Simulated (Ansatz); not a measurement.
Where the default PAW files enter, the runs use the earlier of Ansatz's two default sets.

Given:

```
CdTe
1.0
    4.64161     0.00000     0.00000
    0.00000     4.64161     0.00000
    2.32081     2.32081     3.28212
Cd Te
1 1
Cartesian
  0.00000   0.00000   0.00000
  4.64161   2.32081   1.64106
```

Space group of this cell: F-43m, zinc blende. The cell is taken as given.

The numbers are results of r2SCAN (plane waves, PAW; Ansatz, a program for electronic structure), not measurements.

The current runs along the normal of the first two printed vectors; no spin-orbit coupling. Scaled by the factor s: all lengths (ions clamped). The meshes follow the cell: 10×10×10 and 8×8 across at s = 0.98, 10×10×10 and 8×8 across at s = 1.00, 10×10×10 and 6×6 across at s = 1.02.

| s | mean pressure (GPa) | band gap (eV) |
|---|---|---|
| 0.98 | 2.7 | ? |
| 1.00 | -0.1 | 1.15 |
| 1.02 | -2.2 | 0.96 |

Question: Take the slope of the band gap against ln s from the two given rows, extrapolate to s = 0.98, and say what the run there gives.

Answer: Slope = (0.96 − 1.15) / ln 1.02 = -9.59 eV. The line gives 1.15 + (-9.59) × ln 0.98 = 1.34 eV. The run gives 1.35 eV, 0.01 eV over the line, 3 % of the predicted step.
